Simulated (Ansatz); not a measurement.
Input and output of a self-consistent single point for Zr2Al3Zn (R3m, 6 atoms in the cell) (Ansatz, a program for electronic structure).

Method: LDA (PW92), default PAW files made with PBE (plane waves; Ansatz).

```yaml
crystal:
  lattice:
    - [2.63996, 1.52418, 4.22622]
    - [-2.63996, 1.52418, 4.22622]
    - [0.00000, -3.04836, 4.22622]
  atoms:
    - { symbol: Zr, position: [0.62846, 0.62846, 0.62846] }
    - { symbol: Zr, position: [0.37549, 0.37549, 0.37549] }
    - { symbol: Al, position: [0.00000, 0.50000, 0.00000] }
    - { symbol: Al, position: [0.00000, 0.00000, 0.50000] }
    - { symbol: Al, position: [0.50000, 0.00000, 0.00000] }
    - { symbol: Zn, position: [0.00000, 0.00000, 0.00000] }
```

Reference input (self-consistent single point, DFT, LDA (PW92), plane waves, default PAW files made with PBE): basis.ecutwfc = 420 eV; kpoints.mp_grid.grid = 8 8 8; hamiltonian.xc = lda; hamiltonian.pseudopotentials = {kind: paw} (the program's default PAW files); scf.occupations.method = gaussian; scf.occupations.width = 0.1 eV. This run's input differs from it in these lines:

Ansatz 0.2 input:
```diff
@@ -17,3 +17,3 @@
   mp_grid:
-    grid: [8, 8, 8]
+    grid: [4, 4, 4]
 hamiltonian:
```

The program printed (abridged):

```
SCF iter   1: F=—  HF=-12943.028789 eV  |F-HF|=—  |Δ(HF+E_count)|=         —  Δρ=4.77e-3  dr2=2.44e-2  ethr=1.77e-3  ⟨swp⟩=7.1  Hψ=1925  notcnv=0
all-band conjugate gradients solve this SCF's bands
preconditioner: auto → Kerker (q_TF=auto, 2.380 Å⁻¹)
SCF iter   2: F=—  HF=-12943.024036 eV  |F-HF|=—  |Δ(HF+E_count)|=   4.75e-3  Δρ=2.86e-3  dr2=1.05e-2  ethr=5.41e-5  ⟨swp⟩=1.0  Hψ=481  notcnv=0
   [... lines left out ...]
SCF iter   5: F=—  HF=-12943.021048 eV  |F-HF|=—  |Δ(HF+E_count)|=   3.32e-5  Δρ=1.03e-4  dr2=1.36e-5  ethr=4.19e-7  ⟨swp⟩=2.0  Hψ=535  notcnv=0
SCF iter   6: F=—  HF=-12943.021045 eV  |F-HF|=—  |Δ(HF+E_count)|=   2.83e-6  Δρ=3.28e-5  dr2=1.19e-6  ethr=3.03e-8  ⟨swp⟩=2.0  Hψ=486  notcnv=0
SCF iter   7: F=—  HF=-12943.021045 eV  |F-HF|=—  |Δ(HF+E_count)|=   3.90e-7  Δρ=6.84e-6  dr2=1.01e-7  ethr=2.64e-9  ⟨swp⟩=2.4  Hψ=567  notcnv=0
SCF iter   8: F=-12943.021045 eV  HF=-12943.021045 eV  |F-HF|=2.38e-9  |Δ(HF+E_count)|=   2.51e-8  Δρ=1.45e-6  dr2=3.20e-9  ethr=2.22e-10  ⟨swp⟩=7.8  Hψ=1462  notcnv=0
SCF 1 converged in 8 iterations: F = -12943.021045 eV  dr2 = 3.20e-9
Free energy (F): -12943.021045 eV
Internal energy: -12942.989710 eV  (E = F + TS)
E sigma→0 (E₀):  -12943.005377 eV
Entropy (-TS):   -0.031334 eV (-5.222 meV/atom)
Fermi energy:    11.461997 eV
--- Forces (eV/Å), atoms counted from 1 ---
  atom   1  Zr     0.00000000     0.00000000    -0.47664488
  atom   2  Zr     0.00000000    -0.00000000     0.22809512
  atom   3  Al     0.00936151    -0.00540487     0.07437362
  atom   4  Al     0.00000000     0.01080975     0.07437362
  atom   5  Al    -0.00936151    -0.00540487     0.07437362
  atom   6  Zn     0.00000000     0.00000000     0.02543023
--- Stress (GPa, compression-positive) ---
       -3.560233      -0.000000       0.000000
        0.000000      -3.560233      -0.000000
       -0.000000      -0.000000      -3.277098
  P = ⅓ Tr σ = -3.4659 GPa (-34.659 kbar)
  The stress holds the Pulay correction. Without it, at fixed plane waves, as pw.x and ABINIT print it: P = -3.5071 GPa
```

The run converged in 8 iterations. Against the reference run the free energy stays essentially unchanged (within 1 meV/atom), the pressure hardly changes (-3.37 to -3.47 GPa) and the largest force goes from 0.431 to 0.477 eV/Å.

The starting cell comes from a database of computed structures (which also holds hypothetical and non-ambient phases and stackings), without a prior relaxation at this level. Its lattice was rescaled by up to half a per cent. One atom was moved a little off its site on purpose. With a pressure of about -3 GPa the cell is away from its equilibrium volume at this level. Ansatz's pressure includes its estimate of the finite-basis (Pulay) stress.
